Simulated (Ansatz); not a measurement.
Hypothetical P4_2/mnm BAs: pressure series

The reference is BAs (space group P4_2/mnm, No. 136; a = 5.8892 Å, c = 3.3894 Å; a hypothetical phase, not in the database extracts checked).

Cell and atoms are relaxed at each pressure.

Level of theory: DFT with PBE, PAW potentials and a 420 eV plane-wave cutoff in Ansatz (an electronic-structure program), no spin-orbit coupling.

| variant | electron mass | band gap | lattice parameter a | width of the top valence band |
|---|---|---|---|---|
| base | 0.46 mₑ along k, 0.35 mₑ across (off the special points) | 0.80 eV | 5.889 Å | 3.42 eV |
| pressure −2 GPa | 0.47 mₑ along k, 0.36 mₑ across (off the special points) | 0.85 eV | 5.925 Å | 3.34 eV |
| pressure −1 GPa | 0.47 mₑ along k, 0.36 mₑ across (off the special points) | 0.83 eV | 5.907 Å | 3.38 eV |
| pressure 0.3 GPa | 0.48 mₑ along k, 0.35 mₑ across (off the special points) | 0.80 eV | 5.884 Å | 3.43 eV |
| pressure 0.7 GPa | 0.47 mₑ along k, 0.35 mₑ across (off the special points) | 0.79 eV | 5.877 Å | 3.44 eV |
| pressure 1.5 GPa | 0.46 mₑ along k, 0.35 mₑ across (off the special points) | 0.77 eV | 5.864 Å | 3.47 eV |
| pressure 3 GPa | 0.46 mₑ along k, 0.34 mₑ across (off the special points) | 0.73 eV | 5.840 Å | 3.52 eV |
| pressure 5 GPa | 0.46 mₑ along k, 0.34 mₑ across (off the special points) | 0.69 eV | 5.810 Å | 3.59 eV |
| pressure 7.5 GPa | 0.46 mₑ along k, 0.33 mₑ across (off the special points) | 0.63 eV | 5.775 Å | 3.66 eV |
| pressure 10 GPa | 0.47 mₑ along k, 0.33 mₑ across (off the special points) | 0.58 eV | 5.742 Å | 3.73 eV |

Load acts through the strain it causes; cell and atoms are relaxed under it. Masses are band curvatures over ±0.01 Å⁻¹ around the edge. Along k means along the line from Γ to the band edge. Stability against distortions was not tested. No other phases were tried under pressure.
